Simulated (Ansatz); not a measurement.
Checking a run of Ansatz (a first-principles code) on Yb (Pm-3n, 8 atoms in the cell). The aim is a self-consistent single point with DFT, PBE, plane waves, default PAW files.

The input file:

Ansatz 0.2 input:
```yaml
# Yb
crystal:
  lattice:
    - [6.962776, 0.000000, 0.000000]
    - [0.000000, 6.962776, 0.000000]
    - [0.000000, 0.000000, 6.962776]
  atoms:
    - { symbol: Yb, position: [0.250000, 0.000000, 0.500000], spin: 1.0 }
    - { symbol: Yb, position: [0.750000, 0.000000, 0.500000], spin: 1.0 }
    - { symbol: Yb, position: [0.000000, 0.500000, 0.250000], spin: 1.0 }
    - { symbol: Yb, position: [0.000000, 0.500000, 0.750000], spin: 1.0 }
    - { symbol: Yb, position: [0.500000, 0.250000, 0.000000], spin: 1.0 }
    - { symbol: Yb, position: [0.500000, 0.750000, 0.000000], spin: 1.0 }
    - { symbol: Yb, position: [0.000000, 0.000000, 0.000000], spin: 1.0 }
    - { symbol: Yb, position: [0.500000, 0.500000, 0.500000], spin: 1.0 }
basis:
  ecutwfc: 210.0
kpoints:
  mp_grid: { grid: [3, 3, 3] }
hamiltonian:
  xc: pbe
  pseudopotentials: { kind: paw }
magnetization:
  spin_polarized: true
scf:
  occupations: { method: gaussian, width: 0.272 }
output:
  forces: true
  eigenvalues: true
  stress: true
```

Log, with long lists cut:

```
WARN basis.ecutwfc = 210 eV is below the records' recommended cutoff, and the density's cutoff is lower with it unless basis.ecutrho_ratio is high enough to …
   [... lines left out ...]
WARN ansatz: RAYON_NUM_THREADS=1 ignored (pool sized by the plan → 1); use --threads N
Pseudopotentials: kind: paw
Pseudopotential: Yb, paw, valence charge 24
Crystal: 8 atoms, lattice volume = 337.557 Å³
Basis set: ecut = 210 eV, 2325 PW (Γ), exchange–correlation on 72×72×72 points (8 copies of the dense FFT grid, shifted against one another)
Bands: 120, of which v1, the nominal top of the filled ones, is band 96 counted from 1 (95 counted from 0)
Symmetry: 48 space group operations
Space group: Pm-3n (ITA 223), of the structure as read, at distance tolerance 7.0e-5 Å
Magnetic group: BNS 223.104 (UNI 1606), of the structure as read, at distance tolerance 7.0e-5 Å
k-points: 4 of 27
Initial density: superposition of atomic densities (chi_scale 0.1, normalization cell)
Starting moments: Σ|m| = 8 μB on 8 of 8 sites
Initial wavefunctions: pseudopotential atomic-orbital guess
Eigensolver: davidson
Functional: x = pbe(κ = 0.804, μ = 0.2195149727645171), c = pbe(β = 0.06672455060314922)
iter 1 solved again at ethr=2.88e-3 eV; its pass at ethr=3.10e-3 eV (dr2=5.54e0 eV) is discarded
SCF iter   1: F=—  HF=-110325.681632 eV  |F-HF|=—  |Δ(HF+E_count)|=         —  Δρ=3.54e-2 (↑3.54e-2 ↓1.46e-2)  dr2=5.54e0  dr2_m=5.16e-1  M=3.754 μB ∫|m|=3.754 μB  β_m=0.30  ethr=2.88e-3  ⟨swp⟩=1.0  Hψ=3736  notcnv=0
Mixer restart at iter 1: flushing history
all-band conjugate gradients solve this SCF's bands
preconditioner: auto → Kerker (q_TF=auto, 2.483 Å⁻¹)
   [... lines left out ...]
SCF iter  12: F=-110313.795495 eV  HF=-110313.795495 eV  |F-HF|=7.16e-9  |Δ(HF+E_count)|=   1.98e-7  Δρ=1.17e-6 (↑8.89e-7 ↓1.17e-6)  dr2=2.40e-8  dr2_m=1.37e-9  M=0.000 μB ∫|m|=0.000 μB  β_m=0.99  ethr=5.21e-11  ⟨swp⟩=8.9  Hψ=3810  notcnv=0
SCF iter  13: F=-110313.795495 eV  HF=-110313.795495 eV  |F-HF|=6.11e-10  |Δ(HF+E_count)|=   1.60e-8  Δρ=2.73e-7 (↑2.66e-7 ↓2.73e-7)  dr2=9.74e-10  dr2_m=9.32e-11  M=0.000 μB ∫|m|=0.000 μB  ethr=1.25e-11  ⟨swp⟩=1.2  Hψ=2511  notcnv=0
SCF 1 converged in 13 iterations: F = -110313.795495 eV  dr2 = 9.74e-10
WARN: the starting moments were not kept: the SCF closed with an absolute magnetisation of 1.2e-4 μB, where they sum to 8 μB in size (8 sites) …
   [... lines left out ...]
Absolute magnetization: 0.0001 μB (∫|ρ↑−ρ↓|, with the PAW one-centre terms)
Free energy (F): -110313.795495 eV
Fermi energy:    8.635835 eV
   [... lines left out ...]
   [... zero for the other atoms too ...]
--- Stress (GPa, compression-positive) ---
        3.777211      -0.000000       0.000000
       -0.000000       3.777211       0.000000
        0.000000       0.000000       3.777211
  P = ⅓ Tr σ = 3.7772 GPa (37.772 kbar)
  The stress holds the Pulay correction. Without it, at fixed plane waves, as pw.x and ABINIT print it: P = -103.9076 GPa
```

Question: Can these results be used? Check the input.

Answer: The run is not sound. The fault is a basis or grid far too coarse for these potentials. The error of an incomplete plane-wave basis or grid does not cancel at such settings. To fix it, restore the cutoff that the potentials need and check convergence. The run converged in 13 iterations without an error; against the sound input the free energy goes up by 5.75 eV/atom and the pressure goes from -2.06 to 3.78 GPa. The full log also holds (shortened here): “iter 12 did not close the SCF: its close was put off for a magnetic moment that had not settled (scf_convergence_deferred on its scf_iter line)”. At a fixed set of plane waves, without the program's Pulay estimate, the pressure is -103.91 GPa against -2.11 GPa.

An input that runs soundly differs in these lines (not the only fix; some lines may just follow from the change or write a value another way):
```diff
-  ecutwfc: 210.0
+  ecutwfc: 420.0
```

With that input, the run converged in 16 iterations: free energy E − TS (on the zero of these files) -110359.7698 eV; Fermi level (on the code's own zero) 8.84 eV; pressure -2.06 GPa; size of the cell's spin moment 0.00 μB (DFT, PBE, plane waves, default PAW files).

On the sound input: the starting cell was generated: these elements placed on a structure prototype, without a prior relaxation; it need not be a known phase or ordering of this composition. Spin-orbit coupling is off. The starting moments vanished: the run ended non-magnetic, which need not be the lowest state. The program warned that a starting moment was not kept. Ansatz's pressure includes its estimate of the finite-basis (Pulay) stress.
